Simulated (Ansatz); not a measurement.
PbTe: response to strain

Start from PbTe in the rock salt structure (space group Fm-3m, No. 225).

```
CELL_PARAMETERS angstrom
      0.00000     3.18980     3.18980
      3.18980     0.00000     3.18980
      3.18980     3.18980     0.00000
ATOMIC_POSITIONS crystal
  Te 0.50000 0.50000 0.50000
  Pb 0.00000 0.00000 0.00000
```

Cartesian axes are those of the cell as printed.

Strains are applied to the cell and any free atomic positions relax.

Method: LDA (Ansatz, a first-principles code; PAW; 420 eV plane waves; no SOC).

Candidates:
(a) tensor shear ε_xy = +1.14 %
(b) tensor shear ε_xy = +1.43 %
(c) tensor shear ε_xy = +0.86 %

Base values:

The band gap comes out as 0.57 eV.

Order them by band gap, highest first.

(c) tensor shear ε_xy = +0.86 % (0.48 eV), (a) tensor shear ε_xy = +1.14 % (0.45 eV), (b) tensor shear ε_xy = +1.43 % (0.41 eV)

With Pb and Te present, leaving out spin-orbit coupling can change the band edges. No phonon test of stability was made.
